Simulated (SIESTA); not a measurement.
A user runs SIESTA on Cs2NaCrCl6 (Fm-3m, 10 atoms in the cell) and asks whether the run is sound. The aim is a self-consistent single point with DFT, GGA PBEsol, numerical atomic orbitals DZP, PseudoDojo PBEsol standard norm-conserving potentials (rewritten from UPF to PSML).

Cell that was meant: a = 7.4912 Å, b = 7.4912 Å, c = 7.4912 Å, α = 60.00°, β = 60.00°, γ = 60.00°.

Part of the input:

```
    0   0   3  0.0
%endblock kgrid.MonkhorstPack
OccupationFunction           FD
ElectronicTemperature        1.0 eV
Spin                         polarized
%block DM.InitSpin
  1 +0.00
```

Log, with long lists cut:

```
reinit: Reading from file input.fdf

reinit: System Name: Cs2NaCrCl6
reinit: System Label: Cs2NaCrCl6

NOTE on units for spin output:
   [... lines left out ...]
        5.297056    5.297056    0.000000

outcell: Cell vector modules (Ang)   :    7.491168    7.491168    7.491168
outcell: Cell angles (23,13,12) (deg):     60.0000     60.0000     60.0000
outcell: Cell volume (Ang**3)        :    297.2581
new_DM -- step:     1
Initializing Density Matrix...

Attempting to read DM from file... Failed...
DM filled with atomic data (user-defined):

InitMesh: MESH = 64 x 64 x 64 = 262144
InitMesh: Mesh cutoff (required, used) =   300.000   302.590 Ry

stepf: Fermi-Dirac step function
        iscf     Eharris(eV)        E_KS(eV)     FreeEng(eV)     dDmax    Ef(eV) dHmax(eV)
   scf:    1    -7460.772617    -7562.488071    -7570.719601  0.520763 -2.057874 47.929921
     spin moment: {S} , |S| = {        0.0        0.0    1.12300 }     1.12300
   scf:    2    -7629.933022    -7608.319731    -7616.692990  0.318298 -4.146622 12.376798
     spin moment: {S} , |S| = {        0.0        0.0    1.69457 }     1.69457
   scf:    3    -7607.478354    -7610.019872    -7620.110046  0.068121 -4.825999  3.078069
   [... lines left out ...]
     spin moment: {S} , |S| = {        0.0        0.0   -0.01148 }    -0.01148
   scf:   22    -7609.945419    -7609.945431    -7620.706105  0.000685 -4.568850  0.000326
     spin moment: {S} , |S| = {        0.0        0.0   -0.00118 }    -0.00118
   scf:   23    -7609.945546    -7609.945489    -7620.706105  0.000063 -4.568881  0.000173
     spin moment: {S} , |S| = {        0.0        0.0    0.00037 }     0.00037
   scf:   24    -7609.945466    -7609.945477    -7620.706105  0.000008 -4.568890  0.000137
     spin moment: {S} , |S| = {        0.0        0.0    0.00029 }     0.00029
SCF Convergence by DM+H criterion
max |DM_out - DM_in|         :     0.0000076640
max |H_out - H_in|      (eV) :     0.0001365852
SCF cycle converged after 24 iterations

Using DM_out to compute the final energy and forces

siesta: E_KS(eV) =            -7609.9455

siesta: E_KS - E_eggbox =     -7609.9455

siesta: Atomic forces (eV/Ang):
     1   -0.000005   -0.000005   -0.000005
     2    0.000005    0.000005    0.000005
     3    0.000000    0.000000    0.000000
     4    0.000000   -0.000000   -0.000000
     5    0.178007    0.000078    0.000078
     6   -0.178007   -0.000078   -0.000078
     7    0.000078    0.178007    0.000078
     8   -0.000078   -0.178007   -0.000078
     9    0.000078    0.000078    0.178006
    10   -0.000078   -0.000078   -0.178006
   [... lines left out ...]
siesta: FreeEng =     -7620.706105
siesta: Cell volume =        297.258094 Ang**3
siesta:          -8.37916276         -2.84524665  kBar
   [... lines left out ...]
     4    -0.043901   14.043901    0.000302  Cr
     5    -0.146072    7.146072   -0.000001  Cl
     6    -0.146072    7.146072   -0.000001  Cl
     7    -0.146072    7.146072   -0.000001  Cl
     8    -0.146072    7.146072   -0.000001  Cl
     9    -0.146072    7.146072   -0.000001  Cl
    10    -0.146072    7.146072   -0.000001  Cl
 Total    -0.000000                0.000286
```

Task: Can these results be used? Check the input.

Result: The run is not sound. The fault is a smearing width that is far too large. A width of many tenths of an electronvolt moves electrons far across the Fermi level or the gap, and the free energy and its derivatives carry a large smearing term. To fix it, use a width small against the gap or band features. The run converged in 24 iterations without an error; against the sound input the free energy goes down by 444 meV/atom, the pressure goes from -2.78 to -0.84 GPa, the largest force goes from 0.387 to 0.178 eV/Å, no clean gap remains on the mesh (levels overlap or are partly filled), against 1.46 eV before and the size of the net moment goes from 0.30 to 0.00 μB/atom.

The sound input it was made from differs as follows (other fixes are possible):
```diff
-ElectronicTemperature        1.0 eV
+ElectronicTemperature        0.02 eV
```

With that input, the run converged in 19 iterations: free energy E − TS -7616.2700 eV; top of the valence band (on the code's own zero) -6.73 eV; gap on the k-point mesh 1.46 eV; pressure -2.78 GPa; largest force (vector length) 0.387 eV/Å (DFT, GGA PBEsol, numerical atomic orbitals DZP, PseudoDojo PBEsol standard norm-conserving potentials (rewritten from UPF to PSML)).

On the sound input: the starting cell comes from a database of computed structures (which also holds hypothetical and non-ambient phases and stackings), without a prior relaxation at this level. Its lattice was rescaled by a random factor within 2.5 % of one. With one magnetic atom in the cell only a parallel order is possible. Values carry the incompleteness of an atom-centred basis. The basis of the alkali or alkaline-earth atoms may lack their empty d shell, which can raise the gap.
